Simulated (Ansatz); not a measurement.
Pb: pressure 15 GPa

The parent structure is Pb in the fcc (Cu type) structure (space group Fm-3m, No. 225; a = 5.034 Å).

It is then changed as follows: a hydrostatic pressure of 15 GPa.

All numbers come from Ansatz (an electronic-structure program) PBE, spin-orbit coupling left out. Settings: 16×16×16 k-points, 0.05 eV Fermi–Dirac smearing.

The volume per atom drops by 6.23 Å³ (31.89 Å³ → 25.66 Å³) and the density rises by 2.62 g/cm³ to 13.41 g/cm³. The lattice parameter a shrinks by 0.352 Å to 4.682 Å and the shortest interatomic distance shrinks by 0.249 Å, from 3.560 Å to 3.311 Å. The enthalpy H = E + PV relative to the base's energy comes out as +2.64 eV/atom and the band gap stays zero.

Final structure:

```yaml
crystal:
  lattice:
    - [0.00000, 2.34117, 2.34117]
    - [2.34117, 0.00000, 2.34117]
    - [2.34117, 2.34117, 0.00000]
  atoms:
    - { symbol: Pb, position: [0.00000, 0.00000, 0.00000] }
```

Load acts through the strain it causes; cell and atoms are relaxed under it. Stability against distortions was not tested. Measured, Pb leaves this structure (for hcp) near 14 GPa (room temperature; as listed in arXiv:1906.07825).
